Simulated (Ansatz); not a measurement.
Consider the following.

```
CELL_PARAMETERS angstrom
      3.46957     0.00000     0.00000
      0.00000     4.10562     0.00000
      0.00000     0.00000     5.87581
ATOMIC_POSITIONS crystal
  Ca 0.00000 0.14412 0.70214
  Ca 0.00000 0.85588 0.20214
  F  0.50000 0.08857 0.97950
  F  0.50000 0.91143 0.47950
  F  0.00000 0.63246 0.85136
  F  0.00000 0.36754 0.35136
```

The numbers are results of PBEsol, rigid bands (plane waves, PAW, scalar-relativistic; Ansatz, an electronic-structure program), not measurements. How the cell was made: cell and atoms relaxed with PBEsol.

Predict the electron conductivity mass (n e² τ/σ) at 300 K, by direction if it differs.

0.58 (x), 1.24 (y), 0.75 (z) mₑ.

What conductivity effective mass do dilute holes have at 300 K?

3.7 (x), 3.3 (y), 9.3 (z) mₑ.

And the band gap?

6.32 eV at this level; semilocal functionals usually fall short of the measured gap.

Rigid bands, one relaxation time for all states, no polarons. Spin-orbit coupling is left out; where it splits the top of the valence band it changes the hole mass and lowers the gap by about a third of the splitting.

Computed structure with no diffraction record at hand here (it may be known, metastable or hypothetical): CaF2 (Pmc2_1).
